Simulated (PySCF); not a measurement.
PySCF 2.14.0, WB97X/def2-svp, df: Mo(NH)(OH)4 ([NH]=[Mo]([OH])([OH])([OH])[OH]), 11 atoms. The geometry is a generated start, not checked to be a minimum at this level.

```yaml
task: energy
method: wb97x
basis: def2-svp
two_electron_scheme: density fitting
mol.max_memory: 3000 MB
mf.max_cycle: 100
mf.init_guess: minao (default)
mf.DIIS: CDIIS (default)
mf.diis_space: 8 (default)
mf.conv_tol: 1e-09 (default)
mf.grids.level: 3 (default)
effective_core_potentials: those of the basis set, past Kr
basis_functions: 126
grid_points: 141712
```

```xyz
11

Mo    -0.0195     0.0560     0.0573
N      0.3327    -1.2108    -1.0663
H      0.5332    -1.9549    -1.7129
O      1.0207    -0.3451     1.4847
H      1.8548    -0.4309     1.9515
O     -1.2210     1.0804    -0.8267
H     -2.0602     1.2978    -1.2347
O     -1.4191    -0.5940     1.0125
H     -1.8113    -1.1996     1.6465
O      1.2218     1.3242    -0.3505
H      1.5678     1.9769    -0.9614
```

Charge 0 and multiplicity 1 are set for this test and not shown to be the ground state.

One run each on 2 threads, 1 BLAS thread. Values of level_shift (Hartree) tried: 0 (default), 0.1, 0.3, 1.

Task: Predict the course of the Fock builds along this series.

Result: Fewest Fock builds, within one of each other: 0 (default) with 14, 0.1 with 15. The count rises to 28 at 1. All converge to one solution.

| level_shift (Hartree) | Fock builds | end |
|---|---|---|
| 0 (default) | 14 | same solution |
| 0.1 | 15 | same solution |
| 0.3 | 17 | same solution |
| 1 | 28 | same solution |
